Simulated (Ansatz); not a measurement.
The starting structures come from a database of crystals and need not be the phases stable at ambient conditions.

 Where the default PAW files enter, the runs use the earlier of Ansatz's two default sets.

The decay constant κ of evanescent states in the gap governs leakage through a thin film.

Given:

```xyz
4
Lattice="3.9407 0.0000 0.0000 0.0000 6.4683 0.0000 1.9704 0.0000 3.3459" Properties=species:S:1:pos:R:3 pbc="T T T"
Al     1.9704     6.4678     1.1153
Al     3.9408     3.2337     2.2306
P      1.9704     4.0431     1.1153
P      3.9408     0.8090     2.2306
```

Space group of this cell: Cmc2_1. The cell is strained (lengths across the current scaled by 1.02, ions clamped); by PBEsol its mean pressure is -3.3 GPa.

Transport runs along the normal of the first two printed cell vectors.

The gap is the functional's own. No spin-orbit coupling. Mid-gap values are interpolated on the energy grid.

Problem. Give the band gap and the smallest decay constant κ at mid-gap that PBEsol (Ansatz, a quantum-chemistry and plane-wave program) yields.

Solution. Gap 1.73 eV on a 10×6×10 mesh; κ = 0.162 1/Å, at the zone centre.
